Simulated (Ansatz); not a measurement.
Migration barriers of dopant-vacancy pairs in nitrides: PBE bands (Ansatz, a program for electronic structure, plane waves to 420 eV, PAW, climbing-image NEB) beside r2SCAN single points (500 eV) at the PBE geometries. Forward barriers of single hops from the lowest site run, static nuclei, no finite-size correction. The rows are a random draw from the bands that converged and passed our checks of state and shape. Saddle orders were checked for a part of the study's bands only and are not shown. Vacancies start on their lattice site; split forms were not set up. Charge states are imposed.

| Defect | Route | Hop (Å), direction in the unit cell | End over start, densest mesh run (eV) | Cell and PBE mesh | r2SCAN k-points | PBE (eV) |
|---|---|---|---|---|---|---|
| In-vacancy pair (In on Al, Al vacant) in wurtzite AlN, charge -3 | a nearby Al jumps into the vacancy (In-vacancy distance between ideal sites 3.09 → 5.40 Å) | 3.01 along (0.96, 0.01, 0.02) | 0.03 | 72 sites, Γ | same mesh | 2.31 |
| O-vacancy pair (O on N, N vacant) in rock-salt TiN, charge 0 | a nearby N jumps into the vacancy (O-vacancy distance between ideal sites 3.00 Å throughout) | 2.96 along (0.49, 0.49, 0.00) | 0.00 | 64 sites, 2×2×2 shifted | same mesh | 2.98 |
| Al-vacancy pair (Al on Ga, Ga vacant) in wurtzite GaN, charge -3 | a nearby Ga jumps into the vacancy (Al-vacancy distance between ideal sites 3.21 → 4.55 Å) | 3.11 along (0.00, -0.97, 0.00) | 0.04 | 72 sites, one k-point at (0.125, 0.250, 0.250) | same mesh | 2.23 |
| Ge-vacancy pair (Ge on B, B vacant) in zinc-blende BN, charge -2 | a nearby B jumps into the vacancy (Ge-vacancy distance between ideal sites 2.56 → 4.44 Å) | 2.44 along (0.48, 0.01, -0.47) | 0.52 | 64 sites, 2×2×2 shifted | same mesh | 3.46 |
| Si-vacancy pair (Si on B, B vacant) in zinc-blende BN, charge -2 | a nearby B jumps into the vacancy (Si-vacancy distance between ideal sites 2.56 Å throughout) | 2.57 along (0.50, 0.50, 0.00) | 0.00 | 64 sites, 2×2×2 shifted | same mesh | 3.69 |
| C-vacancy pair (C on N, N vacant) in wurtzite GaN, charge 0 | a nearby N jumps into the vacancy (C-vacancy distance between ideal sites 3.21 → 5.57 Å) | 3.19 along (0.00, -0.99, 0.00) | 0.22 | 72 sites, one k-point at (0.125, 0.250, 0.250) | same mesh | 3.41 |
| Ge-vacancy pair (Ge on B, B vacant) in zinc-blende BN, charge -2 | a nearby B jumps into the vacancy (Ge-vacancy distance between ideal sites 2.56 → 3.62 Å) | 2.47 along (0.00, 0.50, -0.47) | 0.58 | 64 sites, 2×2×2 shifted | same mesh | 3.66 |
| Al-vacancy pair (Al on Ga, Ga vacant) in wurtzite GaN, charge -3 | a nearby Ga jumps into the vacancy (Al-vacancy distance between ideal sites 3.21 Å throughout) | 3.08 along (0.96, 0.96, 0.00) | 0.00 | 72 sites, one k-point at (0.125, 0.250, 0.250) | same mesh | 2.07 |

Task: What does r2SCAN give for each row, and how does it differ from PBE over these rows?

Result: In the order of the rows: 2.53, 3.15, 2.50, 3.66, 3.87, 3.74, 3.86, 2.35 eV. Against PBE it lies higher in 8 of 8 rows and lower in 0 (differences over 0.03 eV). The mean difference is +0.23 eV (median +0.21) and the mean size 0.23 eV; the largest, +0.33 eV, is in row 6.
